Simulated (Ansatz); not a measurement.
## A computed series for Cu3N: pressure series

The reference is Cu3N (space group Pm-3m, No. 221).

```
Cu3N
1.0
    3.76491     0.00000     0.00000
    0.00000     3.76491     0.00000
    0.00000     0.00000     3.76491
Cu N
3 1
Cartesian
  1.88246   0.00000   0.00000
  0.00000   1.88246   0.00000
  0.00000   0.00000   1.88246
  0.00000   0.00000   0.00000
```

Cell and atoms are relaxed at each pressure.

The values are results of plane-wave PAW DFT at the PBEsol level (Ansatz, an electronic-structure program, 420 eV), without spin-orbit coupling, not measurements.

Question: Only one of these has a band gap. Which?
(A) pressure −2 GPa
(B) pressure 22.5 GPa
(C) pressure 15 GPa
(D) pressure 9 GPa
(E) pressure 30 GPa

Answer: A, pressure −2 GPa. Computed: pressure 15 GPa: zero; pressure −2 GPa: 0.07 eV; pressure 9 GPa: zero; pressure 22.5 GPa: zero; pressure 30 GPa: zero

Load acts through the strain it causes; cell and atoms are relaxed under it. Stability against distortions was not tested. Competing high-pressure phases were not computed. All final runs are without spin polarisation. Gaps under 0.05 eV, about the width of the smearing, are given as zero. The zero or small gap of Cu3N can change with the level of theory.
